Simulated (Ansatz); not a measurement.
## A computed series for PbTe: pressure series

The reference is PbTe in the rock salt structure (space group Fm-3m, No. 225; a = 6.380 Å).

Cell and atoms are relaxed at each pressure.

All numbers come from plane-wave PAW DFT at the LDA level (Ansatz, an electronic-structure program, 420 eV), scalar-relativistic without spin-orbit coupling.

Candidates:
(a) pressure 2.1 GPa
(b) pressure −2 GPa
(c) pressure −1 GPa

Before the change:

| Property | Result |
|---|---|
| Band gap | 0.57 eV |

Question: Order them by band gap, lowest first.

Answer: (a) pressure 2.1 GPa (0.48 eV), (c) pressure −1 GPa (0.62 eV), (b) pressure −2 GPa (0.67 eV)

With Pb and Te present, leaving out spin-orbit coupling can change the band edges. Load acts through the strain it causes; cell and atoms are relaxed under it. Stability against distortions was not tested.
